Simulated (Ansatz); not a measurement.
We consider TbVO4 (I4₁/amd, No. 141), described by r²SCAN+rVV10 (Ansatz, a quantum-chemistry and plane-wave program, PAW).

Run with plane-wave cutoff 560 eV, 12×12×12 k mesh, Fermi–Dirac smearing 0.05 eV, spin-polarised with parallel moments, scalar-relativistic PAW data made under PBE.

Computed at the level's own relaxed cell.

What does this level give for the lattice constant a and c axis length?


- lattice constant a: 7.135 Å
- c axis length: 6.308 Å

Note: the magnetic order was assumed, not searched for or taken from measurement; the 4f shell is treated without U or exact exchange, so its levels and filling can be wrong; without U or exact exchange, gaps and moments of open d shells tend to come out too small.

Spin–orbit coupling is not included.
